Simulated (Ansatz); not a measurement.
**Short convergence ladders for AlNi (Cmm2, 2 atoms in the cell)**

```xyz
2
Lattice="1.9329 -1.9473 0.0000 1.9329 1.9473 0.0000 0.0000 0.0000 3.0901" Properties=species:S:1:pos:R:3 pbc="T T T"
Al     0.0000     0.0000     0.0500
Ni     1.9329     0.0000     1.5451
```

Base method: PBEsol, default PAW files made with PBE (plane waves; Ansatz, a quantum-chemistry and plane-wave program).

Base settings: basis.ecutwfc = 420 eV; kpoints.mp_grid.grid = 12 12 11; hamiltonian.xc = pbesol; hamiltonian.pseudopotentials = {kind: paw} (the program's default PAW files); scf.occupations.method = gaussian; scf.occupations.width = 0.1 eV.

**The width of Fermi-Dirac smearing**

In this ladder: kpoints.mp_grid.grid = 20 20 18; scf.occupations.method = fermi_dirac.

Narrow widths need finer meshes than wide ones, so the last steps can hold mesh noise.

Only quantities that move along the ladder and can be compared are tabulated; pressure and forces are left out, as mesh noise rules them at narrow widths.

| scf.occupations.width | free energy less the last step's (meV/atom) | energy extrapolated to zero width less the last step's (meV/atom) |
|---|---|---|
| 1 eV | -772.87 | 62.68 |
| 0.5 eV | -173.69 | 6.77 |
| 0.3 eV | -61.27 | -1.66 |
| 0.2 eV | -26.92 | -0.65 |
| 0.1 eV | -5.40 | 0.16 |
| 0.05 eV | 0.00 | 0.00 |

Widest scf.occupations.width that holds the energy extrapolated to zero width within 2 meV/atom of the last step, with all finer ones: 0.3 eV; the step before is off by 6.8 meV/atom.

Widest scf.occupations.width that holds the free energy within 5 meV/atom: not settled: the last two steps still differ by 5.4 meV/atom, over half the tolerance, so the ladder does not show it.

The extrapolation to zero width removes most of the smearing's effect on the energy.

**The width of cold smearing**

In this ladder: kpoints.mp_grid.grid = 20 20 18; scf.occupations.method = cold.

Narrow widths need finer meshes than wide ones, so the last steps can hold mesh noise.

Only quantities that move along the ladder and can be compared are tabulated; pressure and forces are left out, as mesh noise rules them at narrow widths.

| scf.occupations.width | free energy less the last step's (meV/atom) |
|---|---|
| 0.5 eV | 3.19 |
| 0.3 eV | 2.07 |
| 0.2 eV | 0.93 |
| 0.1 eV | 0.19 |
| 0.05 eV | 0.00 |

Widest scf.occupations.width that holds the free energy within 0.5 meV/atom of the last step, with all finer ones: 0.1 eV; the step before is off by 0.93 meV/atom.

On the base run: the starting cell comes from a database of computed structures (which also holds hypothetical and non-ambient phases and stackings), without a prior relaxation at this level. Its lattice was rescaled by up to half a per cent. One atom was moved a little off its site on purpose. Spin polarisation is off. Ansatz's pressure includes its estimate of the finite-basis (Pulay) stress.

Left out of this page: 4 runs of the series outside the window shown, repeating another row's setting, or not comparable; 1 run of the series unsound by tests on forces, stress, charge or solver warnings.

Keys are those of Ansatz 0.2.
